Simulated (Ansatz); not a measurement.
Consider Cu$_{3}$Sn (space group Pmmn, No. 59; a = 4.264 Å, b = 5.426 Å, c = 4.775 Å).

Method: Ansatz (a program for electronic structure), PBEsol, PAW, cutoff 420 eV, no spin-orbit coupling, earlier PAW set.

For the base:

| Item | Result |
|---|---|
| Pressure | 0.0 GPa |
| Band gap | zero |

It is then changed as follows: an isotropic linear strain of +1.05 %, atoms relaxed at fixed cell.

### Question
How does this affect the pressure?

### Answer
The pressure (mean of the normal stresses, compression positive) goes from zero to -3.7 GPa.

### Question
What happens to the energy relative to the base?

### Answer
The energy rises by 5.3 meV/atom.

### Question
How does this affect the band gap?

### Answer
The band gap is still zero.

### Question
Estimate the effect on the largest internal atomic displacement.

### Answer
The largest internal atomic displacement is 0.014 Å.

Whether these cells are dynamically stable was not tested. All final runs are without spin polarisation.
